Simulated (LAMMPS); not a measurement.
LAMMPS 22 Jul 2025, classical MD, Buckingham with full ionic charges: MgO, 1728 atoms.

```
Property                                                                                         Value
-----------------------------------------------  -----------------------------------------------------
task                                                                                           MD, nve
potential                                                           Buckingham with full ionic charges
copies of the repeat unit                                                                        6×6×6
shape (slab and sphere leave vacuum in the box)                                                   bulk
steps                                                                                              200
timestep                                                                                          1 fs
neighbor skin                                                                                      2 Å
neigh_modify                                                                 every 1 delay 0 check yes
thermo                                                                                              50
kspace_style                                                                                      pppm
pair cutoff                                                                                       10 Å
newton                                                                                    on (default)
atom_modify sort (bins of 2 Å where set)                                                1000 (default)
comm_style                                                                             brick (default)
box                                                                               25.3 × 25.3 × 25.3 Å
start                                            generated rock salt lattice, warmed in an untimed run
```

All runs start from one configuration, warmed at this fixed volume for 1000 steps under a thermostat at 2500 K. The reference run has a mean temperature of 2450 K and a mean pressure of 12.2 GPa.

Yardstick: the run with kspace_accuracy = 1e-08, kspace_modify order 7, which is not proven converged either. Single runs; times are not shown.

Settings tried, all else as in the reference:
- kspace_accuracy = 0.01, kspace_modify order 5 diff ik (default)
- kspace_accuracy = 0.001, kspace_modify order 5 diff ik (default)
- kspace_accuracy = 0.0001, kspace_modify order 5 diff ik (default)
- kspace_accuracy = 1e-05, kspace_modify order 5 diff ik (default)
- kspace_accuracy = 1e-06, kspace_modify order 5 diff ik (default)
- kspace_accuracy = 0.1, kspace_modify order 5 diff ik (default)

Question: Which settings reproduce the reference to 1.0 meV/atom in energy, 10 meV/Å in forces on 48 atoms (largest component)?

Answer: Within it: kspace_accuracy = 1e-06, kspace_modify order 5 diff ik (default); kspace_accuracy = 1e-05, kspace_modify order 5 diff ik (default); kspace_accuracy = 0.0001, kspace_modify order 5 diff ik (default). Outside: kspace_accuracy = 0.001, kspace_modify order 5 diff ik (default); kspace_accuracy = 0.01, kspace_modify order 5 diff ik (default); kspace_accuracy = 0.1, kspace_modify order 5 diff ik (default).

| setting | k-space grid | energy against the reference | difference in forces on 48 atoms (largest component) |
|---|---|---|---|
| the reference | 72×72×72 | — | — |
| kspace_accuracy = 1e-06, kspace_modify order 5 diff ik (default) | 60×60×60 | −0.0045 meV/atom | 0.020 meV/Å |
| kspace_accuracy = 1e-05, kspace_modify order 5 diff ik (default) | 36×36×36 | −0.059 meV/atom | 0.15 meV/Å |
| kspace_accuracy = 0.0001, kspace_modify order 5 diff ik (default) | 24×24×24 | −0.42 meV/atom | 0.69 meV/Å |
| kspace_accuracy = 0.001, kspace_modify order 5 diff ik (default) | 15×15×15 | −4.1 meV/atom | 4.4 meV/Å |
| kspace_accuracy = 0.01, kspace_modify order 5 diff ik (default) | 9×9×9 | −49 meV/atom | 34 meV/Å |
| kspace_accuracy = 0.1, kspace_modify order 5 diff ik (default) | 6×6×6 | −300 meV/atom | 190 meV/Å |

Total energies are compared; such shifts often cancel in part in energy differences. Energies and forces are those of the first step; by LAMMPS's own estimate the reference reaches a relative force accuracy of 7e-07. The tolerance is a choice made for this comparison.
